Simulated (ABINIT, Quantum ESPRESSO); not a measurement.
An ABINIT input for a self-consistent single point of Zr (P6_3/mmc, 4 atoms in the cell) (DFT, PBE, plane waves, norm-conserving pseudopotentials (PseudoDojo nc-sr-05 PBE standard)):

```
# Zr, PseudoDojo nc-sr-05 PBE standard
pp_dirpath "./"
pseudos "Zr.upf"
acell 3*1.0
rprim
         5.9704963370    0.0000006821    0.0000000000
        -2.9852487592    5.1706011600    0.0000000000
         0.0000000000    0.0000000000   19.2101148548
natom 4
ntypat 1
znucl 40
typat 1 1 1 1
xred
         0.0000000000    0.0000000000    0.0000000000
         0.0000000000    0.0000000000    0.5000000000
         0.3333333333    0.6666666667    0.2500000000
         0.6666666667    0.3333333333    0.7500000000
ecut 33
ixc 11
occopt 7
tsmear 0.00367493
nband 31
kptopt 1
ngkpt 11 11 3
nshiftk 1
shiftk 0 0 0
nstep 50
toldfe 1.0e-09
prtwf 0
prtden 0
```

Give the Quantum ESPRESSO input for the same structure, mesh, smearing and functional.

One input that does it (others would too):

```fortran
&CONTROL
  calculation = 'scf'
  prefix = 'zr'
  outdir = './out'
  pseudo_dir = './'
  tprnfor = .true.
  tstress = .true.
/
&SYSTEM
  ibrav = 4
  A = 3.15945060
  C = 10.16555500
  nat = 4
  ntyp = 1
  ecutwfc = 40
  ecutrho = 320
  occupations = 'smearing'
  smearing = 'gaussian'
  degauss = 0.0073499
/
&ELECTRONS
  conv_thr = 1.0d-10
  mixing_beta = 0.4
/
ATOMIC_SPECIES
Zr    91.2240  zr_pbe_v1.uspp.F.UPF
ATOMIC_POSITIONS {angstrom}
Zr    0.00000000    0.00000000    0.00000000
Zr    0.00000000    0.00000000    5.08277750
Zr    0.00000000    1.82410965    2.54138875
Zr    1.57972530    0.91205483    7.62416625
K_POINTS {automatic}
11 11 3  0 0 0
```

Basis, cutoffs, solver keys and any potentials are the target program's own. This input uses DFT, PBE, plane waves, GBRV 1.5 ultrasoft (PBE) pseudopotentials. Both were run: pressure 6.38 GPa in ABINIT and 6.25 in Quantum ESPRESSO.

On ABINIT: the starting cell was generated: these elements placed on a structure prototype, without a prior relaxation; it need not be a known phase or ordering of this composition. Its lattice was rescaled by a random factor within 2.5 % of one. For this run, on top of that: lattice scaled by 0.98. With a pressure of about 6 GPa the cell is away from its equilibrium volume at this level.

On Quantum ESPRESSO: the starting cell was generated: these elements placed on a structure prototype, without a prior relaxation; it need not be a known phase or ordering of this composition. Its lattice was rescaled by a random factor within 2.5 % of one. For this run, on top of that: lattice scaled by 0.98. With a pressure of about 6 GPa the cell is away from its equilibrium volume at this level.
